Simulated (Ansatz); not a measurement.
The reference is WSe$_{2}$ (space group Fm-3m, No. 225; a = 6.168 Å; ferromagnetic; a hypothetical phase, not in the database extracts checked).

All numbers come from PBEsol/PAW in Ansatz (a quantum-chemistry and plane-wave program), scalar-relativistic without spin-orbit coupling, earlier PAW set.

Base values:

- Magnetic state = ferromagnetic
- Shortest interatomic distance = 2.671 Å

Now apply this change: cell and atoms relaxed at a pressure of 100 GPa.

Question: How does this affect the magnetic state and shortest interatomic distance?

Answer: The magnetic state becomes non-magnetic (base: ferromagnetic); the shortest interatomic distance drops by 0.305 Å to 2.366 Å.

Other magnetic orders, which the real material may have, were not ruled out. Load acts through the strain it causes; cell and atoms are relaxed under it. No phonon test of stability was made. No other phases were tried under pressure. Seeded moments were not kept for pressure 100 GPa.
